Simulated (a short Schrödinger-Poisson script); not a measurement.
Stack: MOS inversion layer, SiO2 on p-type GaN, at 300 K.

```csv
layer,material,thickness (nm),Na (cm⁻³)
1,SiO2,3.5,-
2,GaN,400,2.4e18
```

Constants are typed, rounded textbook-type inputs, not results; the design itself was drawn at random and stands for no fabricated device. SiO2: permittivity 3.9, conduction-band edge (eV) 3.2, gap (eV) 9, electron mass (mₑ) 0.5. GaN: permittivity 9.5, conduction-band edge (eV) 0, gap (eV) 3.43, Nv at 300 K (cm⁻³) 4.6e19.

Channel valleys (confinement mass, in-plane density-of-states mass, number): Γ 0.2, 0.2, 1. At the gate the conduction-band edge of layer 1 lies 3.84 eV − eVg above the Fermi level of the channel; the field vanishes at the back. Gaps are held at their typed values at every temperature. Mesh 0.03 nm at interfaces.

From a short Schrödinger-Poisson script (our own, NumPy): 1D Poisson equation in equilibrium, electrons quantum, Hartree (BenDaniel-Duke, 12 states a valley, the channel's in-plane mass for all, wave functions ending at the dielectric), parabolic valleys, classical holes, full ionisation, no traps, pinning or gate leakage.

At Vg = 4.2 V the centroid of the electrons lies 1.46 nm from the interface.

Question: Estimate the gate capacitance as the dielectric in series with that distance, and compare.

Answer: The dielectric alone has 0.987 μF/cm²; in series with 1.46 nm of the channel's permittivity, 0.843 μF/cm²; the run gives 0.824 μF/cm². The estimate leaves out the density-of-states capacitance and the centroid's move with voltage. In real p-type GaN the Mg acceptor is only partly ionised, and so wide a gap doesn't supply an inversion layer without source and drain.
